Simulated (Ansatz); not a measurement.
C, response to strain

The parent structure is C in the diamond structure (space group Fd-3m, No. 227; a = 3.554 Å). Axes: x, y, z lie along the cube axes.

Strains are applied to the cell and any free atomic positions relax.

Level of theory: PBEsol (Ansatz, a program for electronic structure), spin-orbit coupling left out.

Notes on the quantities. energy relative to the base: free energy F.

```tsv
variant	energy relative to the base	band gap	gap character	smallest direct gap	volume per atom
base	0 meV/atom	4.03 eV	–	5.57 eV	5.61 Å³
uniaxial strain ε_zz = −3.00 %	___	3.30 eV	indirect, Γ → k = (3/8, 3/8, 0) in the run's primitive reciprocal basis	5.11 eV	5.44 Å³
uniaxial strain ε_zz = −2.50 %	+12 meV/atom	___	indirect, Γ → Γ–M (75 % along)	5.18 eV	5.47 Å³
uniaxial strain ε_zz = −2.00 %	+7.6 meV/atom	3.55 eV	indirect, Γ → Γ–M (75 % along)	5.26 eV	5.50 Å³
uniaxial strain ε_zz = −1.50 %	+4.3 meV/atom	3.67 eV	indirect, Γ → k = (3/8, 3/8, 0) in the run's primitive reciprocal basis	5.34 eV	5.53 Å³
uniaxial strain ε_zz = −1.00 %	___	3.79 eV	indirect, Γ → k = (3/8, 3/8, 0) in the run's primitive reciprocal basis	5.41 eV	5.55 Å³
uniaxial strain ε_zz = +0.50 %	+0.5 meV/atom	3.96 eV	indirect, Γ → Γ–X (75 % along)	5.51 eV	5.64 Å³
uniaxial strain ε_zz = +1.00 %	+1.8 meV/atom	3.88 eV	indirect, Γ → Γ–X (75 % along)	5.45 eV	5.67 Å³
uniaxial strain ε_zz = +2.00 %	+7.4 meV/atom	3.74 eV	indirect, Γ → Γ–X (75 % along)	5.34 eV	5.72 Å³
uniaxial strain ε_zz = +3.00 %	+16 meV/atom	3.59 eV	indirect, Γ → Γ–X (75 % along)	5.23 eV	5.78 Å³
```

**Question.** Complete the table.

**Answer.** 
- uniaxial strain ε_zz = −3.00 %, energy relative to the base: +17 meV/atom
- uniaxial strain ε_zz = −2.50 %, band gap: 3.43 eV
- uniaxial strain ε_zz = −1.00 %, energy relative to the base: +1.9 meV/atom

Whether these cells are dynamically stable was not tested. Labels are those of the standard path for the cell's own space group.
